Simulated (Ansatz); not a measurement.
Reference: MgCdTe$_{2}$ (R3m), PBEsol, rigid bands (plane waves, PAW, scalar-relativistic; Ansatz, an electronic-structure program); axes and stresses refer to this cell.

```
CdMgTe2
1.0
    2.28799     1.32097     7.44569
   -2.28799     1.32097     7.44569
    0.00000    -2.64195     7.44569
Mg Cd Te
1 1 2
Direct
  0.50075   0.50075   0.50075
  0.99962   0.99962   0.99962
  0.87381   0.87381   0.87381
  0.37580   0.37580   0.37580
```

The hole mass along z comes out as 1.72 mₑ and the Seebeck coefficient, p-type 1e19 cm⁻³ comes out as 376 μV/K. The hole mass along x is 0.53 mₑ.

Task: Change: spin-orbit coupling switched on. What happens to hole mass along z, Seebeck coefficient, p-type 1e19 cm⁻³, hole mass along x?

Result: hole mass along z falls to 1.31 mₑ; Seebeck coefficient, p-type 1e19 cm⁻³ shrinks to 283 μV/K; hole mass along x shrinks to 0.47 mₑ.

Masses are for dilute carriers at 300 K, harmonic means over directions unless an axis is named. Seebeck coefficients are for the stated density at 300 K, with one relaxation time for all states and whether or not that doping can be reached. Spin-orbit coupling is left out unless a row names it; without it the gap and masses of crystals with these elements can be far off. 

Computed structure with no diffraction record at hand here (it may be known, metastable or hypothetical): MgCdTe2 (R3m).
